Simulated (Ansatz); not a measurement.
A relaxation of cell and atoms of ScSi₂Ni₂ (I4/mmm, 5 atoms in the cell) with Ansatz (a quantum-chemistry and plane-wave program).

Computed with PBEsol, default PAW files made with PBE (plane waves; Ansatz).

The change in words: atoms on their sites; basis.ecutwfc: 30.9 Ry → 37.1 Ry; relax: default → cell and atoms. Reference geometry:
```yaml
crystal:
  lattice:
    - [-1.89698, 1.89698, 4.73090]
    - [1.89698, -1.89698, 4.73090]
    - [1.89698, 1.89698, -4.73090]
  atoms:
    - { symbol: Sc, position: [0.00528, 0.00528, 0.00000] }
    - { symbol: Si, position: [0.62206, 0.62206, 0.00000] }
    - { symbol: Si, position: [0.37794, 0.37794, 0.00000] }
    - { symbol: Ni, position: [0.25000, 0.75000, 0.50000] }
    - { symbol: Ni, position: [0.75000, 0.25000, 0.50000] }
```

Reference input (self-consistent single point, DFT, PBEsol, plane waves, default PAW files made with PBE): basis.ecutwfc = 30.9 Ry; kpoints.mp_grid.grid = 8 8 8; hamiltonian.xc = pbesol; hamiltonian.pseudopotentials = {kind: paw} (the program's default PAW files); scf.occupations.method = fermi_dirac; scf.occupations.width = 0.0073 Ry. This run's input differs from it in these lines:

Ansatz 0.2 input:
```diff
@@ -7,3 +7,3 @@
   atoms:
-    - { symbol: Sc, position: [0.00528400, 0.00528400, 0.00000000] }
+    - { symbol: Sc, position: [0.00000000, 0.00000000, 0.00000000] }
     - { symbol: Si, position: [0.62206000, 0.62206000, 0.00000000] }
@@ -13,3 +13,3 @@
 basis:
-  ecutwfc: 30.9 Ry
+  ecutwfc: 37.1 Ry
 kpoints:
@@ -21,2 +21,4 @@
   occupations: { method: fermi_dirac, width: 0.0073 Ry }
+relax:
+  cell: {}
 output:
```

The program printed (abridged):

```
   [... SCF lines of the steps left out ...]
relax step   1: F+E_penalty+E_count = -14968.64968498 eV  Δ(F+E_penalty+E_count) = +0.000e0 eV  max|allowed force component| = 8.564e-4 eV/Å  Δτ_max = 0.0000 Å  P = -0.569 GPa  Ω = 68.097 Å³  (7 SCF iters, dr2 threshold 1.00e-7 eV, accepted)
relax step   2: F+E_penalty+E_count = -14968.65268190 eV  Δ(F+E_penalty+E_count) = -2.997e-3 eV  max|allowed force component| = 3.304e-2 eV/Å  Δτ_max = 0.0039 Å  P = -0.132 GPa  Ω = 67.861 Å³  energy of the carried Pulay correction = +2.406e-5 eV  [...]
   [... lines left out ...]
relax step   5: F+E_penalty+E_count = -14968.65383799 eV  Δ(F+E_penalty+E_count) = -6.764e-6 eV  max|allowed force component| = 3.504e-4 eV/Å  Δτ_max = 0.0005 Å  P = +0.003 GPa  Ω = 67.724 Å³  energy of the carried Pulay correction = +3.935e-5 eV  [...]
relax step   6: F+E_penalty+E_count = -14968.65380363 eV  Δ(F+E_penalty+E_count) = +3.435e-5 eV  max|allowed force component| = 3.491e-4 eV/Å  Δτ_max = 0.0000 Å  P = +0.003 GPa  Ω = 67.724 Å³  stress off target by 5.53e-3 GPa  SCF on the basis [...]
basis re-selected at this cell: Δ(F+E_penalty+E_count) = +3.435e-5 eV, ΔP = -0.000 GPa vs the last step
the relaxation is at rest under the 16 symmetry operations that the run kept from its start: a minimum is not shown …
Free energy (F): -14968.653804 eV
Internal energy: -14968.542568 eV  (E = F + TS)
E sigma→0 (E₀):  -14968.598186 eV
Entropy (-TS):   -0.111236 eV (-22.247 meV/atom)
Fermi energy:    13.617511 eV
--- Forces (eV/Å), atoms counted from 1 ---
  atom   1  Sc     0.00000000     0.00000000    -0.00000000
   [... lines left out ...]
  cell:  # Å, volume = 67.7243 Å³
   [... lines left out ...]
  atoms:
    - { symbol: Sc, position: [1.8333949592908816e-20, 1.8333949592908735e-20, -1.162789968186839e-34] }
    - { symbol: Si, position: [0.6208778402825288, 0.6208778402825288, -2.3823525095081875e-36] }
    - { symbol: Si, position: [0.37912215971747104, 0.37912215971747104, -9.13651477836644e-36] }
    - { symbol: Ni, position: [0.25, 0.75, 0.49999999999999994] }
    - { symbol: Ni, position: [0.75, 0.25, 0.49999999999999994] }
```

The run converged.  The full log also holds: “iter 5 did not close the SCF: its close was put off for the readings that it lacked (scf_convergence_deferred on its scf_iter line)”. The full log also holds: “iter 5 did not close the SCF: its close was put off for the readings that it lacked (scf_convergence_deferred on its scf_iter line)”.

Summary of the result:
Free energy E − TS (on the zero of these files): -14968.6538 eV
Fermi level (on the code's own zero): 13.62 eV
Pressure: 0.00 GPa
Final cell: a = 5.4688 Å, b = 5.4688 Å, c = 5.4688 Å, α = 139.73°, β = 139.73°, γ = 58.27°
Final volume per atom: 13.54 Å³
Relaxation steps: 6

The starting cell comes from a database of computed structures (which also holds hypothetical and non-ambient phases and stackings), without a prior relaxation at this level. Its lattice was rescaled by up to half a per cent. Spin polarisation is off. The relaxation keeps the symmetry of its start, so its end need not be a minimum. Ansatz's pressure includes its estimate of the finite-basis (Pulay) stress.

Cost on one core of a shared machine: roughly 70 s.
